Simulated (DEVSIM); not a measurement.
Device: abrupt Ge n-p junction, at 250 K.

```csv
layer (left to right),material,thickness (μm),Nd (cm⁻³),Na (cm⁻³),τn (s),τp (s)
1,Ge,12.0,2.4e18,-,0.00044,0.00044
2,Ge,30.0,-,3.3e17,0.00044,0.00044
```

Left contact: ohmic. Right contact: ohmic. Voltage is applied to the left contact. Recombination: SRH at mid-gap. Mobility is μmin + (μ − μmin)/(1 + (N/Nref)^α).

This is a model device: material constants are rounded textbook-type values typed into the input, and sizes, dopings and lifetimes were drawn at random. Values at 300 K; Nc and Nv go as T^1.5, mobilities as T to minus their exponent, the gap by Varshni's rule with the affinity fixed.

```csv
parameter,Ge
gap (eV),0.664
affinity (eV),4
permittivity,16
Nc (cm⁻³),1.04e19
Nv (cm⁻³),6e18
μn (cm²/Vs),3900
μp (cm²/Vs),1900
"μn,min",150
"μp,min",100
"Nref,n",2.6e17
"Nref,p",4e17
αn,0.56
αp,0.6
T exponent of μn,1.66
T exponent of μp,2.33
Varshni α (eV/K),0.000477
Varshni β (K),235
```

DEVSIM, 1D drift-diffusion, Boltzmann statistics, complete ionisation; no tunnelling, impact ionisation, image-force lowering or self-heating.

Q: Give the dark forward current.

A: 
```json
[
 {"V (V)": "-0.05", "J (A/cm²)": "-5.6e-8"},
 {"V (V)": "-0.10", "J (A/cm²)": "-6.3e-7"},
 {"V (V)": "-0.15", "J (A/cm²)": "-6.5e-6"},
 {"V (V)": "-0.20", "J (A/cm²)": "-6.6e-5"},
 {"V (V)": "-0.25", "J (A/cm²)": "-0.00067"},
 {"V (V)": "-0.30", "J (A/cm²)": "-0.0068"},
 {"V (V)": "-0.35", "J (A/cm²)": "-0.070"},
 {"V (V)": "-0.40", "J (A/cm²)": "-0.71"},
 {"V (V)": "-0.45", "J (A/cm²)": "-7.2"},
 {"V (V)": "-0.50", "J (A/cm²)": "-71"},
 {"V (V)": "-0.55", "J (A/cm²)": "-560"},
 {"V (V)": "-0.60", "J (A/cm²)": "-2700"}
]
```
